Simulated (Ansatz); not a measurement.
**HfN under a change: biaxial strain −0.50 %, plane normal [001], relaxed out of plane**

Start from HfN in the rock salt structure (space group Fm-3m, No. 225; a = 4.502 Å; relaxed with 0.1 eV smearing). Axes: x, y, z lie along the cube axes.

Modification: biaxial strain −0.50 %, plane normal [001], relaxed out of plane (Cartesian); in-plane vectors clamped, the third vector and the atoms free.

Calculations: PBEsol (Ansatz, an electronic-structure program, PAW, scalar-relativistic without spin-orbit coupling). k-mesh 22×22×22 (Γ-centred); smearing 0.1 eV (Fermi–Dirac).

| quantity | base | changed | shift |
|---|---|---|---|
| space group | Fm-3m (No. 225) | I4/mmm (No. 139) | – |
| shortest interatomic distance | 2.251 Å | 2.240 Å | -0.011 Å |
| energy relative to the base (free energy F) | 0 meV/atom | +1.3 meV/atom | +1.3 meV/atom |
| pressure (mean of the normal stresses, compression positive) | 0.0 GPa | 2.4 GPa | +2.4 GPa |
| band gap | zero | zero | – |
| out-of-plane strain | – | +0.18 % | – |
| mean in-plane stress (compression positive) | – | +3.6 GPa | – |

Stability against distortions was not tested. All final runs are without spin polarisation. An odd electron count without spin: HfN.
